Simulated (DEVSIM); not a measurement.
System: Si p-i-n diode, at 350 K.

```tsv
layer (left to right)	material	thickness (μm)	Nd (cm⁻³)	Na (cm⁻³)	τn (s)	τp (s)
1	Si	0.520	-	5e17	1e-6	1e-6
2	Si	0.320	6e12	-	1e-6	1e-6
3	Si	3.10	1.5e17	-	1e-6	1e-6
```

Left contact: ohmic. Right contact: ohmic. Voltage is applied to the left contact. Recombination: SRH at mid-gap, radiative, Auger. Mobility is μmin + (μ − μmin)/(1 + (N/Nref)^α).

Constants are typed, rounded textbook-type inputs, not results; the design itself was drawn at random and stands for no fabricated device. Values at 300 K; Nc and Nv go as T^1.5, mobilities as T to minus their exponent, the gap by Varshni's rule with the affinity fixed.

```
parameter               Si
----------------  --------
gap (eV)             1.124
affinity (eV)         4.05
permittivity          11.7
Nc (cm⁻³)          2.86e19
Nv (cm⁻³)           3.1e19
μn (cm²/Vs)           1417
μp (cm²/Vs)            470
μn,min                  52
μp,min                  45
Nref,n              9.7e16
Nref,p              2.2e17
αn                    0.68
αp                    0.72
T exponent of μn       2.3
T exponent of μp       2.2
B (cm³/s)          4.7e-15
Cn (cm⁶/s)         2.8e-31
Cp (cm⁶/s)         9.9e-32
Varshni α (eV/K)  0.000473
Varshni β (K)          636
```

Simulated with DEVSIM: 1D drift-diffusion, Boltzmann statistics, complete ionisation; no tunnelling, impact ionisation, image-force lowering or self-heating.

The doping Nd of layer 3 was swept, all else fixed.

| doping Nd of layer 3 (cm^-3) | potential step across the device at zero bias (V) | dark forward voltage at 1 A/cm² (V) | dark forward voltage at 100 A/cm² (V) |
|---|---|---|---|
| 4.5e15 | 0.708 | 0.472 | 0.640 |
| 1.5e16 | 0.744 | 0.506 | 0.658 |
| 4.5e16 | 0.778 | 0.533 | 0.679 |
| 1.5e17 | 0.814 | 0.553 | 0.695 |
| 4.5e17 | 0.847 | 0.561 | 0.702 |
| 1.5e18 | 0.883 | 0.563 | 0.703 |
| 4.5e18 | 0.917 | 0.563 | 0.703 |

From the first row to the last the potential step across the device at zero bias goes from 0.708 to 0.917. From the first row to the last the dark forward voltage at 1 A/cm² goes from 0.472 to 0.563.
